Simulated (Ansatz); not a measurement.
## BaO2 (I4/mmm, No. 139)

Level of theory: LDA in Ansatz (plane waves, PAW).

Numerical settings: plane-wave cutoff 500 eV, 14×14×14 k mesh, gaussian smearing 0.02 eV, scalar-relativistic PAW data made under PBE.

Cell (relaxed at this level):

```xyz
3
Lattice="-1.8669 1.8669 3.3205 1.8669 -1.8669 3.3205 1.8669 1.8669 -3.3205" Properties=species:S:1:pos:R:3 pbc="T T T"
Ba     0.0000     0.0000     0.0000
O      0.0000     0.0000     2.5951
O      0.0000     0.0000     4.0459
```

| Property | Value |
|---|---|
| band gap | 1.93 eV (on the SCF k mesh) |

Note: the volume lies 7 % below that of the published cell.

Spin–orbit coupling is not included.

Computed values are for the static lattice.

Cost on a shared machine: very roughly 120 core-seconds.

Ansatz is an electronic-structure program.
